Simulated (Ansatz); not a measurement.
The starting structures come from a database of crystals and need not be the phases stable at ambient conditions.

 Where the default PAW files enter, the runs use the earlier of Ansatz's two default sets.

Crystal: KZnF3 (Pm-3m, cubic perovskite, not sure to be the ambient phase, 5 atoms a cell, 13.3 Å³ an atom); planes in its conventional cell.

Method: r2SCAN (plane waves, PAW; Ansatz, a quantum-chemistry and plane-wave program).

No gap correction and no spin-orbit coupling; mid-gap values are interpolated between computed energies.

```csv
plane,area of the cell (Å²),mid-gap κ (1/Å),largest κ in the gap (1/Å)
(111),28.4,0.44,0.47
(001),16.4,0.47,[?]
(110),23.2,0.44,0.47
```

### Question
The slowest decay depends on the direction. Supply the withheld values.

### Answer

- (001), largest κ in the gap (1/Å): 0.49
